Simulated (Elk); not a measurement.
Band structure of Ce3Gd (Pm-3m, 4 atoms in the cell).

```
Ce3Gd
1.0
    4.84168     0.00000     0.00000
    0.00000     4.84168     0.00000
    0.00000     0.00000     4.84168
Ce Gd
3 1
Direct
  0.00000   0.50000   0.50000
  0.50000   0.00000   0.50000
  0.50000   0.50000   0.00000
  0.00000   0.00000   0.00000
```
Moments meant for the start (each program seeds them in its own way; μB, in the order of the atoms Ce Ce Ce Gd): 0.0 0.0 0.0 7.0.

Method of the run: LDA (PW92), all-electron FP-LAPW, Elk's shipped species files, APW+lo basis with extra local orbitals run with Elk.

Settings: xctype = 3; spinpol = true; rgkmax = 8; stype = 3; swidth = 0.00499791 Ha; ngridk = 7 7 7; reducebf = 0.8; gmaxvr = 16 1/bohr; nxlo = 2; lorbcnd = true; lmaxi = 3; nempty = 10 per atom; bfcmt = [[0.0, 0.0, 0.0], [0.0, 0.0, 0.0], [0.0, 0.0, 0.0], [0.0, 0.0, -1.75]].

The starting cell comes from a database of computed structures (which also holds hypothetical and non-ambient phases and stackings), without a prior relaxation at this level. Spin-orbit coupling is off. With one magnetic atom in the cell only a parallel order is possible. With U or open f shells several self-consistent states can exist. The f electrons are in the valence without U or exact exchange, which can misplace them near the Fermi level. Spin-orbit terms, which matter for f shells, are left out. Values depend on the basis (sphere radii, cutoffs, local orbitals), which need not be converged.

Levels in eV from the Fermi level, bands 27 to 34 of the first spin channel:
```csv
point,27,28,29,30,31,32,33,34
Γ,-2.43,-1.83,-1.82,-1.82,0.23,0.54,0.54,0.54
X,-0.92,-0.91,-0.70,0.15,0.15,0.15,0.24,0.24
M,-0.32,-0.24,-0.12,0.03,0.03,0.15,0.16,0.16
R,-1.87,0.16,0.27,0.27,0.27,0.51,0.51,0.54
```

Bands cross the Fermi level along this path, so the cell is metallic at this level.

The net moment of the cell came out as 6.64 μB.
